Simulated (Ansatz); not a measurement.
Ansatz (a program for electronic structure) run on Ba₂NF (R-3m, 4 atoms in the cell): dielectric-response calculation.

Method: LDA (PW92), default PAW files made with PBE (plane waves; Ansatz).

```
Ba2NF
1.0
    2.00479     1.15746     6.65508
   -2.00479     1.15746     6.65508
    0.00000    -2.31493     6.65508
Ba N F
2 1 1
Cartesian
  0.00000   0.00000  15.12644
  0.00000   0.00000   4.83879
  0.00000   0.00000   9.98262
  0.00000   0.00000   0.00000
```

Reference input (self-consistent single point, DFT, LDA (PW92), plane waves, default PAW files made with PBE): basis.ecutwfc = 420 eV; kpoints.mp_grid.grid = 7 7 7; hamiltonian.xc = lda; hamiltonian.pseudopotentials = {kind: paw} (the program's default PAW files); scf.occupations.method = fermi_dirac; scf.occupations.width = 0.01 eV. This run's input differs from it in these lines:

Ansatz 0.2 input:
```diff
@@ -14,3 +14,3 @@
 kpoints:
-  mp_grid: { grid: [7, 7, 7] }
+  mp_grid: { grid: [8, 8, 8] }
 hamiltonian:
@@ -19,7 +19,4 @@
 scf:
-  occupations: { method: fermi_dirac, width: 0.01 }
-output:
-  forces: true
-  eigenvalues: true
-  stress: true
+  occupations: { method: fixed }
+dielectric: {}
```

The program printed (abridged):

```
SCF iter   1: F=—  HF=-12731.339487 eV  |F-HF|=—  |Δ(HF+E_count)|=         —  Δρ=1.31e-2  dr2=1.70e-1  ethr=1.77e-3  ⟨swp⟩=4.9  Hψ=14094  notcnv=0  defer=286
all-band conjugate gradients solve this SCF's bands
preconditioner: auto → Resta (q_TF=auto, 2.285 Å⁻¹)
SCF iter   2: F=—  HF=-12731.309413 eV  |F-HF|=—  |Δ(HF+E_count)|=   3.01e-2  Δρ=6.77e-3  dr2=3.27e-2  ethr=5.32e-4  ⟨swp⟩=2.1  Hψ=6621  notcnv=0  defer=295
   [... lines left out ...]
SCF iter   6: F=—  HF=-12731.302861 eV  |F-HF|=—  |Δ(HF+E_count)|=   5.91e-6  Δρ=3.72e-5  dr2=2.02e-6  ethr=8.63e-8  ⟨swp⟩=3.0  Hψ=5756  notcnv=0  defer=15
SCF iter   7: F=—  HF=-12731.302882 eV  |F-HF|=—  |Δ(HF+E_count)|=   2.05e-5  Δρ=1.29e-5  dr2=2.60e-7  ethr=6.32e-9  ⟨swp⟩=2.4  Hψ=5007  notcnv=0  defer=1
SCF iter   8: F=—  HF=-12731.302882 eV  |F-HF|=—  |Δ(HF+E_count)|=   2.89e-8  Δρ=2.07e-6  dr2=2.99e-9  ethr=8.12e-10  ⟨swp⟩=2.0  Hψ=4769  notcnv=0  defer=1
SCF iter   9: F=-12731.302882 eV  HF=-12731.302882 eV  |F-HF|=1.09e-11  |Δ(HF+E_count)|=  8.91e-10  Δρ=2.33e-7  dr2=6.14e-11  ethr=1.00e-12  ⟨swp⟩=4.1  Hψ=14982  notcnv=0
SCF 1 converged in 9 iterations: F = -12731.302882 eV  dr2 = 6.14e-11
DFPT response loops at Γ: preconditioner auto → Resta (q_TF=auto, 2.285 Å⁻¹)  ε∞=8.2 (no band partly filled) …
── the response to a field inside a basis, on 8×8×8 k-points: an SCF that follows is theirs, and a resumed run solves both again ──
Crystal: 4 atoms, lattice volume = 92.657 Å³
Bands: 17, of which v1, the nominal top of the filled ones, is band 16 counted from 1 (15 counted from 0)
k-points: 60 of 512
Initial density: handed on by an earlier stage of this run
Initial wavefunctions: pseudopotential atomic-orbital guess (no wavefunctions were taken with the density)
Eigensolver: Dense (60 Hₖ)
   [... lines left out ...]
Free energy (F): -12731.302882 eV
Fermi energy:    8.428961 eV
   [... lines left out ...]
         0.00000   -0.00000   -2.13664
    site 3:
        -1.67711   -0.00000   -0.00000
         0.00000   -1.67711    0.00000
        -0.00000    0.00000   -2.17485
  Z* charge neutrality: 1.450e-3 e pre-enforcement
  solved inside a basis spanned on kpoints, on 8×8×8 k-points, its susceptibility summed on 12×12×12: ε∞ is read to err by 1.8e-2, Z* by 2.3e-2 e (field_mesh …
```

The run converged in 14 iterations. 

Summary of the result:
Free energy E − TS (on the zero of these files): -12731.3029 eV
Top of the valence band (on the code's own zero): 8.43 eV
Gap on the k-point mesh: 0.90 eV
ε∞ at this k-point mesh, which may be far from converged in small-gap cells (xx, yy, zz): 5.83, 5.83, 4.74
Born charges at this mesh (mean of the diagonal, e): Ba 2.61, Ba 2.61, N -3.38, F -1.84

The starting cell comes from a database of computed structures (which also holds hypothetical and non-ambient phases and stackings), without a prior relaxation at this level. Its lattice was rescaled by up to half a per cent.

Cost on one core of a shared machine: roughly 3 min.
